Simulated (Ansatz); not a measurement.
The reference is PtGe (space group Pnma, No. 62; a = 5.772 Å, b = 3.713 Å, c = 6.128 Å). Axes: x, y, z lie along a, b, c of the conventional cell.

All numbers come from DFT with r2SCAN, PAW potentials and a 500 eV plane-wave cutoff in Ansatz (a program for electronic structure), without spin-orbit coupling, earlier PAW set.

For the base:

The pressure is 0.0 GPa. The shortest interatomic distance is 2.480 Å and the band gap comes out as zero.

It is then changed as follows: biaxial strain −0.26 %, plane normal [001], relaxed out of plane (Cartesian); in-plane vectors clamped, the third vector and the atoms free.

Question: What happens to the pressure, shortest interatomic distance and band gap?

Answer: The pressure (mean of the normal stresses, compression positive) goes from zero to 0.4 GPa; the shortest interatomic distance stays essentially unchanged (2.480 Å against 2.479 Å); the band gap stays zero.

Stability against distortions was not tested. The final runs are not spin-polarised.
